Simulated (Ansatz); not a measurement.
Structures of equal composition on the (100) surface of rock-salt TiC: Zr on all Ti sites of the second plane; Zr on all Ti sites of the top plane. The slabs share one bottom face, and each structure is named by its start. These are constructed structures in small cells; real faces may alloy, dewet or reconstruct in larger ones, and not all known structures of the face are among them. Slabs of about 13 Å, Fermi-Dirac smearing of 0.1 eV. Bottom of the slabs: a bare face, its two planes held. Relaxed from the named starts with such symmetry as they have, on meshes of like density; energies extrapolated to zero smearing; spin only where a row says so; no spin-orbit coupling, no U. Brackets mark spin-polarised runs, whose order is one that fits the cell.

Method: PBE (plane waves to 420 eV, PAW; Ansatz, a first-principles code).

Task: Rank these by energy per 1x1 cell (lowest first), as PBE gives it.

Result: Zr on all Ti sites of the top plane (0.000 eV), Zr on all Ti sites of the second plane (0.271 eV)
